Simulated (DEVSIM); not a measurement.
System: abrupt Si n-p junction, at 300 K.

| layer (left to right) | material | thickness (μm) | Nd (cm⁻³) | Na (cm⁻³) | τn (s) | τp (s) |
|---|---|---|---|---|---|---|
| 1 | Si | 11.0 | 1e18 | - | 1.4e-7 | 1.4e-7 |
| 2 | Si | 2.00 | - | 4.5e15 | 1.4e-7 | 1.4e-7 |

Left contact: ohmic. Right contact: ohmic. Voltage is applied to the left contact. Recombination: SRH at mid-gap, Auger. Mobility is constant in doping.

The device is made up for the run: typed textbook-type constants, with dimensions and the other settings drawn at random. Values at 300 K.

| parameter | Si |
|---|---|
| gap (eV) | 1.124 |
| affinity (eV) | 4.05 |
| permittivity | 11.7 |
| Nc (cm⁻³) | 2.86e19 |
| Nv (cm⁻³) | 3.1e19 |
| μn (cm²/Vs) | 1417 |
| μp (cm²/Vs) | 470 |
| Cn (cm⁶/s) | 2.8e-31 |
| Cp (cm⁶/s) | 9.9e-32 |

Simulated with DEVSIM: 1D drift-diffusion, Boltzmann statistics, complete ionisation; no tunnelling, impact ionisation, image-force lowering or self-heating.

Problem. Tabulate band edges, carrier densities and field at 10.0 V on the left contact.

Solution. Energies count from the Fermi level of the right contact; mesh points crowd at the junctions.

```csv
x (μm),Ec (eV),Ev (eV),n (cm⁻³),p (cm⁻³),field (V/cm)
0.000,-9.913,-11.037,1.0e18,120,≈ 0
0.03024,-9.913,-11.037,1.0e18,120,≈ 0
0.09840,-9.913,-11.037,1.0e18,120,≈ 0
0.2411,-9.913,-11.037,1.0e18,110,≈ 0
0.7703,-9.913,-11.037,1.0e18,110,≈ 0
1.767,-9.913,-11.037,1.0e18,< 1e2,≈ 0
4.013,-9.913,-11.037,1.0e18,< 1e2,≈ 0
8.366,-9.913,-11.037,1.0e18,< 1e2,≈ 0
9.845,-9.913,-11.037,1.0e18,< 1e2,≈ 0
10.50,-9.913,-11.037,1.0e18,< 1e2,≈ 0
10.78,-9.913,-11.037,1.0e18,< 1e2,≈ 0
10.94,-9.913,-11.037,1.0e18,< 1e2,≈ 0
10.99,-9.906,-11.030,7.6e17,< 1e2,17000
11.01,-9.688,-10.812,1.6e14,< 1e2,120000
11.08,-8.896,-10.020,33000,3500,120000
11.20,-7.486,-8.610,32000,14000,110000
11.48,-4.750,-5.874,31000,43000,88000
12.04,-0.904,-2.028,24000,170000,50000
12.69,0.857,-0.267,3900,1.0e15,5100
12.87,0.893,-0.231,14000,4.1e15,390
12.96,0.895,-0.229,22000,4.4e15,120
13.00,0.896,-0.228,26000,4.5e15,99
```
